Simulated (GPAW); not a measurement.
Band structure of SnTe (Fm-3m, 2 atoms in the cell).

```xyz
2
Lattice="0.0000 3.1240 3.1240 3.1240 0.0000 3.1240 3.1240 3.1240 0.0000" Properties=species:S:1:pos:R:3 pbc="T T T"
Sn     0.0000     0.0000     0.0000
Te     3.1240     3.1240     3.1240
```

Method of the run: PBE, GPAW PAW datasets PBE (gpaw-data 1.0.1) (plane waves; GPAW).

Settings: mode = pw; ecut = 600 eV; xc = PBE; kpts = 6 6 6; mesh shift (steps) = 0 0 0; occupations.name = methfessel-paxton; occupations.width = 0.136 eV; occupations.order = 0; nbands = -4; convergence.density = 1e-05 e/electron; convergence.bands = -2; symmetry.symmorphic = false; symmetry.tolerance = 0.0005; maxiter = 120.

The starting cell comes from a database of computed structures (which also holds hypothetical and non-ambient phases and stackings), without a prior relaxation at this level. Its lattice was rescaled by a random factor within 2.5 % of one. Spin-orbit coupling is off.

Task: Predict the gap along the standard path and the places of the band edges.

Result: The gap along the path is 0.19 eV, direct at L to within 0.01 eV.

Levels in eV from the top of the valence band on the SCF mesh, bands 7 to 14:
```json
[
 {"point": "Γ", "7": "-4.55", "8": "-2.21", "9": "-2.21", "10": "-2.21", "11": "3.41", "12": "3.41", "13": "3.41", "14": "4.74"},
 {"point": "X", "7": "-6.47", "8": "-5.76", "9": "-3.87", "10": "-3.87", "11": "2.09", "12": "5.06", "13": "5.06", "14": "6.59"},
 {"point": "W", "7": "-7.44", "8": "-4.99", "9": "-4.99", "10": "-0.81", "11": "0.85", "12": "4.64", "13": "4.64", "14": "6.19"},
 {"point": "K", "7": "-7.50", "8": "-5.35", "9": "-3.36", "10": "-2.77", "11": "3.08", "12": "3.13", "13": "4.21", "14": "5.70"},
 {"point": "L", "7": "-8.46", "8": "-1.87", "9": "-1.87", "10": "0.00", "11": "0.19", "12": "0.32", "13": "0.32", "14": "7.86"},
 {"point": "U", "7": "-7.50", "8": "-5.35", "9": "-3.36", "10": "-2.77", "11": "3.08", "12": "3.13", "13": "4.21", "14": "5.70"}
]
```
